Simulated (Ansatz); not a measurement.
Input and output of a self-consistent single point for Au (P-1, 2 atoms in the cell) (Ansatz, a program for electronic structure).

Method of the run: LDA (PW92), default PAW files made with PBE (plane waves; Ansatz).

```yaml
crystal:
  lattice:
    - [2.82957, 0.00000, 0.00000]
    - [-0.01302, 2.83428, 0.00000]
    - [-1.14359, -1.19134, 4.94864]
  atoms:
    - { symbol: Au, position: [0.33124, 0.33829, 0.73604] }
    - { symbol: Au, position: [0.67286, 0.66596, 0.27406] }
```

Reference input (self-consistent single point, DFT, LDA (PW92), plane waves, default PAW files made with PBE): basis.ecutwfc = 30.9 Ry; kpoints.mp_grid.grid = 8 8 5; hamiltonian.xc = lda; hamiltonian.pseudopotentials = {kind: paw} (the program's default PAW files); scf.occupations.method = gaussian; scf.occupations.width = 0.0073 Ry. This run's input differs from it in these lines:

Ansatz 0.2 input:
```diff
@@ -10,2 +10,3 @@
   ecutwfc: 30.9 Ry
+  ecutrho_ratio: 2
 kpoints:
```

Log, with long lists cut:

```
SCF iter   1: F=—  HF=-25729.439805 eV  |F-HF|=—  |Δ(HF+E_count)|=         —  Δρ=8.41e-3  dr2=2.15e-2  ethr=1.77e-3  ⟨swp⟩=4.9  Hψ=14079  notcnv=0
all-band conjugate gradients solve this SCF's bands
preconditioner: auto → Kerker (q_TF=auto, 2.709 Å⁻¹)
SCF iter   2: F=—  HF=-25729.435745 eV  |F-HF|=—  |Δ(HF+E_count)|=   4.06e-3  Δρ=3.83e-3  dr2=3.65e-3  ethr=5.66e-5  ⟨swp⟩=2.0  Hψ=6740  notcnv=0
SCF iter   3: F=—  HF=-25729.434537 eV  |F-HF|=—  |Δ(HF+E_count)|=   1.21e-3  Δρ=7.69e-4  dr2=1.18e-4  ethr=9.59e-6  ⟨swp⟩=2.0  Hψ=4908  notcnv=0
SCF iter   4: F=—  HF=-25729.434527 eV  |F-HF|=—  |Δ(HF+E_count)|=   9.97e-6  Δρ=1.43e-4  dr2=8.33e-6  ethr=3.10e-7  ⟨swp⟩=2.5  Hψ=6343  notcnv=0
SCF iter   5: F=—  HF=-25729.434526 eV  |F-HF|=—  |Δ(HF+E_count)|=   9.50e-7  Δρ=4.08e-5  dr2=1.31e-6  ethr=2.19e-8  ⟨swp⟩=2.0  Hψ=5450  notcnv=0
SCF iter   6: F=-25729.434526 eV  HF=-25729.434526 eV  |F-HF|=2.11e-8  |Δ(HF+E_count)|=   2.00e-7  Δρ=9.96e-6  dr2=5.29e-8  ethr=2.63e-10  ⟨swp⟩=3.9  Hψ=16065  notcnv=0
SCF 1 converged in 6 iterations: F = -25729.434526 eV  dr2 = 5.29e-8
Free energy (F): -25729.434526 eV
Internal energy: -25729.430201 eV  (E = F + TS)
E sigma→0 (E₀):  -25729.432363 eV
Entropy (-TS):   -0.004325 eV (-2.163 meV/atom)
Fermi energy:    16.178913 eV
--- Forces (eV/Å), atoms counted from 1 ---
  atom   1  Au    -0.05998792    -0.04105467    -0.44937512
  atom   2  Au     0.05998792     0.04105467     0.44937512
--- Stress (GPa, compression-positive) ---
      -14.593164      -0.101601       0.561471
       -0.101601     -14.722552       0.346088
        0.561471       0.346088     -10.726726
  P = ⅓ Tr σ = -13.3475 GPa (-133.475 kbar)
  The stress holds the Pulay correction, which leaves out the density cutoff's part. Without it, at fixed plane waves, as pw.x and ABINIT print it …
settings of this run that can trade accuracy for cost: basis.ecutrho_ratio < 4. Do not mix this run's numbers with those of runs without the same settings …
```

The run converged in 6 iterations. Against the reference run the free energy drops by 1.3 meV/atom, the pressure moves little (-13.40 to -13.35 GPa) and the largest force stays at 0.455 eV/Å. The full log also holds: “WARN basis.ecutrho_ratio = 2 (ecutrho = 840.8318350010292 eV) is below the records' recommended cutoff”.

The starting cell comes from a database of computed structures (which also holds hypothetical and non-ambient phases and stackings), without a prior relaxation at this level. Its lattice was rescaled by up to half a per cent. One atom was moved a little off its site on purpose. Ansatz's pressure includes its estimate of the finite-basis (Pulay) stress. The cutoff lies below the one recommended for these files.
